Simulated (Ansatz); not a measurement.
Ge (within 0.1 Å of P6/mmm, No. 191, 1 atom in the cell; start mp-1224349; another form than the element's usual one) was calculated with r²SCAN (Ansatz, an electronic-structure program, PAW).

Settings: plane-wave cutoff 560 eV, 22×22×20 k mesh (along the axes of the cell as run), Fermi–Dirac smearing 0.05 eV, scalar-relativistic PAW data made under PBE.

Cell (relaxed at this level):

```yaml
crystal:
  lattice:
    - [1.41103, -2.49552, 0.00000]
    - [1.41103, 2.49552, 0.00000]
    - [0.00000, 0.00000, 2.65313]
  atoms:
    - { symbol: Ge, position: [0.50000, 0.50000, 0.00000] }
```

Q: Predict the bulk modulus B0.

A: 
- bulk modulus B0: 75.8 GPa

The run finds no gap.

Note: the bulk modulus is −V dP/dV from two relaxed cells at ±2 % in volume.

Static lattice: no zero-point or thermal effects.

Computing time: roughly 6 core-minutes.

A start named mp-… is a Materials Project structure, which need not be a measured phase.
